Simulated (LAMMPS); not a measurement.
MD of Ni (fcc) at zero pressure, 4000 atoms, as a crystal; each row is its own run.

Computed with classical MD, pair style eam/alloy, file CuNi.eam.alloy, run in LAMMPS.

```csv
T (K),volume (Å³/atom)
200,11.002
300,11.054
780,11.318
1040,11.471
1560,11.830
1810,12.051
```

Task: Fit a straight line, y = a + b x, to these rows (x is the first column, y the second) and predict the run at x = 1300.

Result: Least squares gives a = 10.847 and b = 0.0006404. At x = 1300 the fit predicts 11.680 Å³/atom. The run itself gave 11.6399 ± 0.0004 Å³/atom, so the fit is 0.34 % high.

Caution (row 1810): this crystal lies over the melting point of about 1570 K that EAM-type CuNi.eam.alloy gives, so it is superheated.
